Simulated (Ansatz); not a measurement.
The parent structure is Au in the fcc (Cu type) structure (space group Fm-3m, No. 225; a = 4.0830 Å; relaxed with 0.1 eV smearing).

The values are results of PBEsol in Ansatz (plane waves to 420 eV, PAW, scalar-relativistic without spin-orbit coupling), not measurements.

Strains are applied to the cell and any free atomic positions relax.

One change was made to it. Results:

```csv
quantity,base,after
energy relative to the base (free energy F),0 meV/atom,+46 meV/atom
pressure,0.0 GPa,-10.4 GPa
```

Question: Which of these changes matches the shifts?
A. isotropic strain +2.50 %
B. isotropic strain −1.00 %
C. isotropic strain −2.00 %
D. isotropic strain −1.50 %
E. isotropic strain +0.50 %

Answer: A, isotropic strain +2.50 %. For comparison, the energy relative to the base in the other runs: isotropic strain −1.00 % gives +8.8 meV/atom; isotropic strain −1.50 % gives +20 meV/atom; isotropic strain +0.50 % gives +2.0 meV/atom; isotropic strain −2.00 % gives +37 meV/atom.

No phonon test of stability was made.

Ansatz is a first-principles code.
